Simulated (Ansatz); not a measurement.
ZnS (R3m, No. 160, 36 atoms in the cell; start mp-1198139; a measured phase of this formula has another space group) was calculated with r²SCAN+rVV10 in Ansatz (PAW).

Run with plane-wave cutoff 560 eV, 8×8×8 k mesh, Fermi–Dirac smearing 0.01 eV, scalar-relativistic PAW data made under PBE.

Cell (relaxed at this level):

```xyz
36
Lattice="1.8974 1.0954 55.8421 -1.8974 1.0954 55.8421 0.0000 -2.1909 55.8421" Properties=species:S:1:pos:R:3 pbc="T T T"
Zn     0.0000     0.0000     0.0078
Zn     0.0000     0.0000     9.3079
Zn     0.0000     0.0000    18.6086
Zn     0.0000     0.0000    24.8197
Zn     0.0000     0.0000    34.1193
Zn     0.0000     0.0000    40.3300
Zn     0.0000     0.0000    46.5399
Zn     0.0000     0.0000    58.9494
Zn     0.0000     0.0000    68.2503
Zn     0.0000     0.0000    77.5559
Zn     0.0000     0.0000    86.8615
Zn     0.0000     0.0000    99.2762
Zn     0.0000     0.0000   108.5862
Zn     0.0000     0.0000   117.8918
Zn     0.0000     0.0000   127.1928
Zn     0.0000     0.0000   139.6034
Zn     0.0000     0.0000   148.9086
Zn     0.0000     0.0000   161.3233
S      0.0000     0.0000     2.3318
S      0.0000     0.0000    11.6325
S      0.0000     0.0000    20.9329
S      0.0000     0.0000    27.1437
S      0.0000     0.0000    36.4434
S      0.0000     0.0000    42.6533
S      0.0000     0.0000    48.8637
S      0.0000     0.0000    61.2740
S      0.0000     0.0000    70.5749
S      0.0000     0.0000    79.8846
S      0.0000     0.0000    89.1861
S      0.0000     0.0000   101.6049
S      0.0000     0.0000   110.9149
S      0.0000     0.0000   120.2165
S      0.0000     0.0000   129.5174
S      0.0000     0.0000   141.9281
S      0.0000     0.0000   151.2372
S      0.0000     0.0000   163.6475
```

Task: Estimate the band gap that the calculation returns.

Result: 
- band gap = 2.72 eV (on the SCF k mesh)

Note: the relaxation could not lower the start's symmetry, so the cell can be a saddle point above a distorted one.

The computed numbers hold no vibrational or temperature effects.

Computing time: around 2.4 core-hours (rough).

A start named mp-… is a Materials Project structure, which need not be a measured phase.

Ansatz is an electronic-structure program.
